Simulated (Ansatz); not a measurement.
BP (model structure, Pm-3m, No. 221, 2 atoms in the cell), treated with r²SCAN (PAW; Ansatz, a first-principles code).

Numerical settings: plane-wave cutoff 560 eV, 22×22×22 k mesh, Fermi–Dirac smearing 0.05 eV, scalar-relativistic PAW data made under PBE.

Cell (relaxed at this level):

```yaml
crystal:
  lattice:
    - [2.71275, 0.00000, 0.00000]
    - [0.00000, 2.71275, 0.00000]
    - [0.00000, 0.00000, 2.71275]
  atoms:
    - { symbol: B, position: [0.00000, 0.00000, 0.00000] }
    - { symbol: P, position: [0.50000, 0.50000, 0.50000] }
```

Estimate the bulk modulus that the calculation returns.


- bulk modulus = 122 GPa

The run finds no gap.

Note: the bulk modulus is −V dP/dV from two relaxed cells at ±2 % in volume; the relaxation could raise the start's symmetry but not lower it, so the cell can be a saddle point.

A model structure was made by putting elements into a prototype or built by hand; it is no filed structure, need not be a known phase, and can be a saddle point held by its symmetry.
